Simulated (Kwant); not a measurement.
Model system: stadium cavity between two wires in a In0.53Ga0.47As two-dimensional gas. Effective mass 0.041 mₑ, grid spacing 8.3 nm, hard walls, nominal width 100 nm (13 grid rows, so walls 116.2 nm apart), one parabolic valley, scattering region 820 nm long along x; energies count from the band bottom; Fermi energy swept from 0.00073372 to 0.011006 eV. Cavity of radius 180 nm, straight part 180 nm, centre moved sideways by 72 nm.

The device is made up for the run: typed textbook-type constants, with dimensions and the other settings drawn at random.

Kwant, effective-mass tight-binding model on a square grid, one spin, coherent transport at 0 K. Conductance is in e²/h.

Problem. How many channels do the leads carry at E = 3.75, 4.36 meV?

Solution. The hard-wall thresholds are n² ħ²π²/(2mW²) = n² × 0.679 meV with W = 116.2 nm. √(3.75/0.679) = 2.35, so 2. √(4.36/0.679) = 2.53, so 2.
